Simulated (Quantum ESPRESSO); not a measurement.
Troubleshooting Quantum ESPRESSO: a failed run on Mg2Si3 (C2/m, 10 atoms in the cell). The aim is a self-consistent single point with DFT, PBEsol, plane waves, GBRV 1.5 ultrasoft (PBESOL) pseudopotentials.

Input:

```fortran
&CONTROL
  calculation = 'scf'
  outdir = './work'
  pseudo_dir = './'
  tprnfor = .true.
  tstress = .true.
/
&SYSTEM
  ibrav = 0
  nat = 10
  ntyp = 2
  ecutwfc = 40.0
  ecutrho = 200
  occupations = 'smearing'
  smearing = 'marzari-vanderbilt'
  degauss = 0.0073499
/
&ELECTRONS
  conv_thr = 1e-8
  mixing_beta = 0.3
/
ATOMIC_SPECIES
Mg    24.3050  mg_pbesol_v1.4.uspp.F.UPF
Si    28.0850  si_pbesol_v1.uspp.F.UPF
CELL_PARAMETERS {angstrom}
   5.0228000000    -2.1953300000     0.0000000000
   5.0228000000     2.1953300000     0.0000000000
  -4.0334070000     0.0000000000     8.0348680000
ATOMIC_POSITIONS {alat}
Mg    0.2659332889    0.0000000000    0.0384329477
Mg    0.8308609845    0.0000000000    1.4273545295
Mg   -0.0534764877    0.0000000000    0.5539943770
Mg    1.1502707610    0.0000000000    0.9117931001
Si    0.4903705331    0.0000000000    0.5188301354
Si    0.6064237402    0.0000000000    0.9469573417
Si   -0.1395285732    0.0000000000    1.0474077575
Si    1.2363228465    0.0000000000    0.4183797196
Si    0.8335249830    0.0000000000    0.2296595819
Si    0,2632692903    0,0000000000    1,2361278952
K_POINTS {automatic}
5 5 3  0 0 0
```

Output, abridged:

```
     This program is part of the open-source Quantum ESPRESSO suite
     for quantum simulation of materials; please cite

[eval_infix.c] A parsing error occurred
helper string:
0,2632692903
error code:
Error: invalid token: ,

 %%%%%%%%%%%%%%%%%%%%%%%%%%%%%%%%%%%%%%%%%%%%%%%%%%%%%%%%%%%%%%%%%%%%%%%%%%%%%%
     Error in routine card_atomic_positions (1):
     Error while parsing atomic position card.
 %%%%%%%%%%%%%%%%%%%%%%%%%%%%%%%%%%%%%%%%%%%%%%%%%%%%%%%%%%%%%%%%%%%%%%%%%%%%%%

     stopping ...
```

### Question
From the messages shown, name the fault and mend the input.

### Answer
The fault is decimal commas. The program does not read a comma as a decimal mark. To fix it, use decimal points. The program stopped before any SCF iteration.

An input that runs soundly differs in these lines (not the only fix; some lines may just follow from the change or write a value another way):
```diff
-  ecutwfc = 40.0
+  ecutwfc = 40
-Si    0,2632692903    0,0000000000    1,2361278952
+Si    0.2632692903    0.0000000000    1.2361278952
```

With that input, the run converged in 12 iterations: free energy E − TS -7589.1484 eV; Fermi level (on the code's own zero) 7.86 eV; pressure -1.09 GPa; largest force (vector length) 0.521 eV/Å (DFT, PBEsol, plane waves, GBRV 1.5 ultrasoft (PBESOL) pseudopotentials).

On the sound input: the starting cell comes from a database of computed structures (which also holds hypothetical and non-ambient phases and stackings), without a prior relaxation at this level.
